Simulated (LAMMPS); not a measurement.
Quenches at 1e+13 K/s across the composition of Pd (fcc) with a share x of Pd sites Pt; each row starts from its own melt temperature.

All values are model results, not measurements: classical MD, pair style eam, the elements' _u3.eam files (universal-3 set of Foiles, Baskes and Daw), run in LAMMPS.

| x | density | state |
|---|---|---|
| 0.25 | 14.1 g/cm³ (one sample) | partly crystallised |
| 0.5 | 16.5 g/cm³ (one sample) | crystallised |
| 0.75 | 18.8 g/cm³ (one sample) | partly crystallised |

Caution: the cell keeps the atom count and shape of the starting crystal, which eases freezing.
